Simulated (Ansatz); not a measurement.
The starting structures come from a database of crystals and need not be the phases stable at ambient conditions.

 Where the default PAW files enter, the runs use the earlier of Ansatz's two default sets.

Inside the gap of an insulator the Bloch states are evanescent, with a wavenumber k + iκ along the transport direction.

```
InHO2
1.0
    4.59052     0.00000     0.00000
    0.00000     5.30213     0.00000
    0.00000     0.00000     3.29850
In H O
2 2 4
Direct
  0.27206   0.99965   0.00000
  0.72794   0.49965   0.50000
  0.19890   0.52089   0.00000
  0.80110   0.02089   0.50000
  0.47718   0.36149   0.00000
  0.52282   0.86149   0.50000
  0.01842   0.63597   0.00000
  0.98158   0.13597   0.50000
```

Space group of this cell: Pmn2_1. The cell is taken as given; by r2SCAN its mean pressure is -0.5 GPa.

Transport runs along the normal of the first two printed cell vectors.

The gap is the functional's own. No spin-orbit coupling. Mid-gap values are interpolated on the energy grid.

Q: Give the band gap and the smallest decay constant κ at mid-gap that r2SCAN (Ansatz, a program for electronic structure) yields.

A: Gap 2.55 eV on a 8×6×10 mesh; κ = 0.236 1/Å, at the zone centre.
